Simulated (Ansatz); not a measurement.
## Habitual settings against a tight run: Ti2H (Pn-3m, 6 atoms in the cell)

Self-consistent single point.

```
CELL_PARAMETERS angstrom
      4.25373     0.00000     0.00000
      0.00000     4.25373     0.00000
      0.00000     0.00000     4.25373
ATOMIC_POSITIONS crystal
  Ti 0.25000 0.75000 0.25000
  Ti 0.75000 0.75000 0.75000
  Ti 0.75000 0.25000 0.25000
  Ti 0.25000 0.25000 0.75000
  H  0.00000 0.00000 0.00000
  H  0.50000 0.50000 0.50000
```

Computed with PBEsol, PAW files made with PBE (plane waves; Ansatz, a first-principles code).

Base settings: basis.ecutwfc = 420 eV; kpoints.mp_grid.grid = 5 5 5; kpoints.mp_grid.shift = 0.5 0.5 0.5; hamiltonian.xc = pbesol; hamiltonian.pseudopotentials = {kind: paw} (the program's default PAW files); scf.occupations.method = fermi_dirac; scf.occupations.width = 0.1 eV.

Tight run (finer mesh or higher cutoff; not a proven limit): basis.ecutwfc: 420 eV → 590 eV; kpoints.mp_grid.grid: 5 5 5 → 7 7 7; scf.convergence.dr2_threshold: default (1e-07 eV) → 1e-09 eV. It gave Fermi level (on the code's own zero) 11.92 eV; pressure -5.48 GPa.

Quick runs, as changes from the base:
- A: the base itself
- B: basis.ecutwfc: 420 eV → 210 eV; kpoints.mp_grid.grid: 5 5 5 → 4 4 4; hamiltonian.xc: pbesol → lda; scf.occupations.method: fermi_dirac → cold; scf.occupations.width: 0.1 eV → 0.136 eV [LDA (PW92)]
- C: basis.ecutwfc: 420 eV → 335 eV; kpoints.mp_grid.grid: 5 5 5 → 6 6 6; scf.occupations.method: fermi_dirac → methfessel_paxton; scf.occupations.width: 0.1 eV → 0.2 eV; scf.convergence.dr2_threshold: default (1e-07 eV) → 0.0001 eV
- D: basis.ecutwfc: 420 eV → 250 eV; kpoints.mp_grid.grid: 5 5 5 → 1 1 1; hamiltonian.xc: pbesol → lda [LDA (PW92)]
- E: basis.ecutwfc: 420 eV → 295 eV; kpoints.mp_grid.grid: 5 5 5 → 4 4 4

Energies are extrapolated to zero smearing width, which holds to low order in the width alone.

Dashes: energy of B, D, another energy zero.

† marks runs with another functional, U, potentials or spin treatment: their distance from the tight run is not a convergence error alone.

The count of work is k-points × plane waves × bands × iterations; it is no time. 

Pressures in the table are Ansatz's without its Pulay estimate, at a fixed set of plane waves; the tight run's value above holds the estimate.

The starting cell comes from a database of computed structures (which also holds hypothetical and non-ambient phases and stackings), without a prior relaxation at this level. Its lattice was rescaled by a random factor within 2.5 % of one. Spin polarisation is off. In the base run, with a pressure of about -5 GPa the cell is away from its equilibrium volume at this level.

| run | energy less tight (meV/atom) | pressure less tight (GPa) | count of work / tight |
|---|---|---|---|
| A | 0.9 | -0.03 | 0.23 |
| B† | – | -97.62 | 0.032 |
| C | 9.3 | -1.11 | 0.14 |
| D† | – | -15.55 | 0.018 |
| E | 64.2 | -5.97 | 0.055 |

Among the runs at the tight run's level, the energy misses run from 0.9 to 64.2 meV/atom.

Left out of this page: 1 run of the series outside the window shown, repeating another row's setting, or not comparable.

Keys are those of Ansatz 0.2.
